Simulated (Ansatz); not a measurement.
The reference is Mo₅Si₃ (space group I4/mcm, No. 140; a = 9.6039 Å, c = 4.8719 Å). Axes: x, y, z lie along a, b, c of the conventional cell.

Method: Kohn–Sham DFT with the PBEsol functional, run in Ansatz (a program for electronic structure) with PAW and 420 eV plane waves, scalar-relativistic without spin-orbit coupling.

Before the change:

The pressure comes out as 0.0 GPa.

Modification: compressive biaxial strain of 1.24 % in the plane normal to [001], as in epitaxy on a mismatched substrate; the out-of-plane cell vector and the atoms relax.

Q: Estimate the effect on the energy relative to the base.

A: The energy grows by 7.4 meV/atom.

Q: What does the calculation give for the pressure after the change?

A: The pressure (mean of the normal stresses, compression positive) goes from zero to 4.7 GPa.

A biaxial case was relaxed in a doubled cell and then solved in the primitive one. Without a gap, meshes like the base's 9×9×9 leave anisotropic stresses uncertain by several tenths of a GPa, and small strain energies with them. No phonon test of stability was made. All final runs are without spin polarisation.
